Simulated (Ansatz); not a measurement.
# Amorphous Ga24O37Be

The cell was made by melting and quenching with the CHGNet potential and then relaxed with DFT. O atoms were pushed apart under 1.9 Å during the dynamics, to hinder bonds among them. The hot cell started wider than the set density and was brought back towards it in steps. It is the lowest in DFT energy of 2 quenches. It is a model cell: composition and starting density were chosen by hand, and all elements were melted together. No dispersion term was used.

Methods: PBE, scalar-relativistic without spin-orbit coupling (Ansatz, a program for electronic structure); r2SCAN, scalar-relativistic without spin-orbit coupling (Ansatz); HSE06, scalar-relativistic without spin-orbit coupling (Ansatz). Geometry, pressure, stress and energy are those of the PBE run. Its sampling: a 2×2×2 Γ-centred mesh; Fermi-Dirac width 0.02 eV; no spin polarisation. Other functionals are single points at the zone centre (r2SCAN at 500 eV; exact exchange cut at the cell's faces), free to take moments where seeds were set. At PBE the levels at the filled edge of the gap are localised (band-tail or defect states).

```yaml
number_of_atoms_in_the_cell: 62
Density (held, not predicted): 4.94 g/cm³
volume_per_atom: 12.32 Å³
Pressure on a 2×2×2 Γ-centred mesh: 3.42 GPa
Largest force and stress component on that mesh (the relaxation ran on the zone centre alone): 0.08 eV/Å and 3.6 GPa
Level gap on a 2×2×2 Γ-centred mesh (PBE): 1.87 eV
Level gap at the zone centre (PBE): 1.92 eV
Level gap at the zone centre (r2SCAN): 2.43 eV
Level gap at the zone centre (HSE06): 3.59 eV
```

Neighbours within Ga-Ga 2.68 Å, Ga-O 2.28 Å, Ga-Be 2.40 Å, O-O 1.58 Å, O-Be 1.94 Å, Be-Be 2.11 Å count as bonded. Two cations that share two anions don't count as bonded, nor two that share one unless they lie closer than Ga-Ga 2.61 Å, Ga-Be 2.33 Å, Be-Be 2.05 Å.

| Quantity | Result |
|---|---|
| Mean coordination of Ga by anions | 4.46 (13 with 4, 11 with 5) |
| Mean coordination of O | 3.00 (3 with 2, 31 with 3, 3 with 4) |
| Mean coordination of Be by anions | 4.00 (1 with 4) |
| Mean Ga-O bond | 1.913 Å (spread 0.080 Å, 107 counted) |
| Mean O-Be bond | 1.699 Å (spread 0.052 Å, 4 counted) |

Its density started from a set value of 4.95 g/cm³. The simulated quench (nominally 220 K/ps over its main leg) is rapid and tends to freeze in more defects than a deposited or slowly cooled glass has. A cell of this size samples the disorder only roughly. The volume was held where the preparation left it and the shape relaxed, at a PBE pressure of 3.4 GPa. Stress components on the final sampling reach 3.6 GPa.
